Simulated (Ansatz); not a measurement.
This Ansatz (a program for electronic structure) input is the reference run, MgTe in the wurtzite structure (space group P6_3mc, No. 186), computed with PBEsol in Ansatz (plane waves to 420 eV, PAW, no spin-orbit coupling):

Ansatz 0.2 input:
```yaml
crystal:
  lattice:
    - [4.5614276797, 0, 0]
    - [-2.2807138399, 3.9503122482, 0]
    - [0, 0, 7.4119188962]
  atoms:
    - { symbol: Mg, position: [0.3333333333, 0.6666666667, 0.9995872175] }
    - { symbol: Mg, position: [0.6666666667, 0.3333333333, 0.4995872175] }
    - { symbol: Te, position: [0.3333333333, 0.6666666667, 0.3764127825] }
    - { symbol: Te, position: [0.6666666667, 0.3333333333, 0.8764127825] }
basis: { ecutwfc: 420, ecutrho_ratio: 4, xc_grid: 2, fft_grid_basis: typed }
kpoints: { mp_grid: { grid: [8, 8, 5] } }
hamiltonian:
  xc: pbesol
  dispersion: none
  pseudopotentials: { kind: paw }
scf: { occupations: { method: fermi_dirac, width: 0.05 }, convergence: { dr2_threshold: 0.0000000004 } }
output: { forces: true, stress: true }
checkpoint: { write: state.ck, write_every: 1000 }
```

**Question.** Write the input for this change: tensor shear ε_xz = +0.67 % (engineering shear γ = 0.0134); the atoms relax in the strained cell.

**Answer.** 
Ansatz 0.2 input:
```yaml
crystal:
  lattice:
    - [4.5614276797, 0, 0.0305615655]
    - [-2.2807138399, 3.9503122482, -0.0152807827]
    - [0.0496598566, 0, 7.4119188962]
  atoms:
    - { symbol: Mg, position: [0.3333333333, 0.6666666667, 0.9995872175] }
    - { symbol: Mg, position: [0.6666666667, 0.3333333333, 0.4995872175] }
    - { symbol: Te, position: [0.3333333333, 0.6666666667, 0.3764127825] }
    - { symbol: Te, position: [0.6666666667, 0.3333333333, 0.8764127825] }
basis: { ecutwfc: 420, ecutrho_ratio: 4, xc_grid: 2, fft_grid_basis: typed }
kpoints: { mp_grid: { grid: [8, 8, 5] } }
hamiltonian:
  xc: pbesol
  dispersion: none
  pseudopotentials: { kind: paw }
scf: { occupations: { method: fermi_dirac, width: 0.05 }, convergence: { dr2_threshold: 0.0000000004 } }
relax: { f_tol: 0.005, max_steps: 50 }
output: { forces: true, stress: true }
checkpoint: { write: state.ck, write_every: 1000 }
```
This is the input that was run.

Whether these cells are dynamically stable was not tested.
